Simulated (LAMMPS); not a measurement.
MD of Ge (diamond structure) at zero pressure, 216 atoms, as a crystal; each row is its own run.

Level of theory: MD with a machine-learned potential, pair style snap, file Ge_Zuo_JPCA2020.snap; code LAMMPS.

```csv
T (K),enthalpy (eV/atom)
200,-4.4400
300,-4.4132
730,-4.2802
```

Fit a straight line, y = a + b x, to these rows (x is the first column, y the second) and predict the run at x = 540.

Least squares gives a = -4.5024 and b = 0.0003038. At x = 540 the fit predicts -4.3383 eV/atom. The run itself gave -4.3440 ± 0.0002 eV/atom, so the fit is 5.7 meV/atom high.

Caution: with SNAP Ge_Zuo_JPCA2020.snap the 0 K volume of this crystal is 7 % off the measured one.

Caution (row 730): a run this short can hold a crystal over, or a liquid under, the potential's own melting point, which these runs don't give.
